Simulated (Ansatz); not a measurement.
The reference is ZnAu in the CsCl type structure (space group Pm-3m, No. 221; a = 3.129 Å; relaxed with 0.1 eV smearing).

The values are results of PBEsol (Ansatz, an electronic-structure program), no spin-orbit coupling, not measurements.

Base values:

| Item | Value |
|---|---|
| Pressure | 0.0 GPa |

It is then changed as follows: the cell is scaled by 1.0050 in all directions; the atoms relax in the strained cell.

**Question.** Estimate the effect on the pressure and energy relative to the base.

**Answer.** The pressure goes from zero to -2.0 GPa; the energy rises by 1.5 meV/atom.

No phonon test of stability was made.
